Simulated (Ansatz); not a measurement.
CrAgO2 under a change: biaxial strain +1.21 %, plane normal [001], relaxed out of plane

Consider CrAgO2 (space group R-3m, No. 166; a = 2.966 Å, c = 18.455 Å (hexagonal axes); ferromagnetic; a model cell). Axes: x lies along a and z along c of the hexagonal cell.

Perturbation: biaxial strain +1.21 %, plane normal [001], relaxed out of plane (Cartesian); in-plane vectors clamped, the third vector and the atoms free.

Method: PBEsol in Ansatz (plane waves to 420 eV, PAW, no spin-orbit coupling). Γ-centred 13×13×13 mesh, Fermi–Dirac width 0.05 eV.

| quantity | base | changed | shift |
|---|---|---|---|
| volume per atom | 11.72 Å³ | 11.92 Å³ | +0.20 Å³ |
| space group | R-3m (No. 166) | R-3m (No. 166) | – |
| shortest interatomic distance | 1.975 Å | 1.985 Å | +0.010 Å |
| energy relative to the base (free energy F) | 0 meV/atom | +2.8 meV/atom | +2.8 meV/atom |
| pressure (mean of the normal stresses, compression positive) | 0.00 GPa | -2.09 GPa | -2.09 GPa |
| band gap | 0.28 eV | 0.46 eV | +0.18 eV |
| gap character | indirect, S₂–F (12 % along) → Γ | indirect, S₂–F (12 % along) → Γ | – |
| smallest direct gap | 0.76 eV | 0.84 eV | +0.08 eV |
| width of the top valence band | 3.19 eV | 3.12 eV | -0.075 eV |
| electron mass | 0.25 mₑ along c, 1.7 mₑ across (at Γ) | 0.26 mₑ out of plane, 1.6 mₑ in plane (at Γ) | – |
| magnetic state | ferromagnetic | ferromagnetic | – |
| largest site moment | 2.35 μB | 2.38 μB | +0.022 μB |
| out-of-plane strain | – | -0.73 % | – |
| ratio −ε⊥/ε∥ | – | 0.60 | – |
| mean in-plane stress (compression positive) | – | -3.1 GPa | – |

Effective masses come from finite differences of ±0.01 Å⁻¹. Stability against distortions was not tested. No Hubbard U is applied and the magnetic state is the run's own (CrAgO2 ferromagnetic); small cells can't hold the antiferromagnetic order that many such compounds have, so gaps and moments can be off. Where the two band edges lie in opposite spin channels, the gap is a spin-flip gap. A zero or small gap of CrAgO2 can be the functional's error rather than a property of the material.

Ansatz is an electronic-structure program.
